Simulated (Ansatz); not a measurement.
Consider the following.

End structure of a constructed model of the (0001) surface of hcp Mg, a layer of Pd in place of the second plane (bottom of the slab: a bare face, its two planes held):

```
CELL_PARAMETERS angstrom
      3.19902     0.00000     0.00000
     -1.59951     2.77043     0.00000
      0.00000     0.00000    29.00000
ATOMIC_POSITIONS crystal
  Mg 0.66667 0.33333 0.27718
  Mg 0.33333 0.66667 0.36647
  Mg 0.66667 0.33333 0.45640
  Mg 0.33333 0.66667 0.54663
  Pd 0.66667 0.33333 0.61425
  Mg 0.33333 0.66667 0.68091
```

Model: 6-atom slab, 12.9 Å thick at the start, 13x13x1 mesh, Fermi-Dirac 0.1 eV, dipole correction, 2 atoms held, the rest relaxed; symmetry of the start imposed; no spin, no spin-orbit, no U. It is one candidate, not shown to be the stable structure of the face.

### Question
Predict the work function of the top face from Ansatz (a quantum-chemistry and plane-wave program) with PBE.

### Answer
3.59 eV
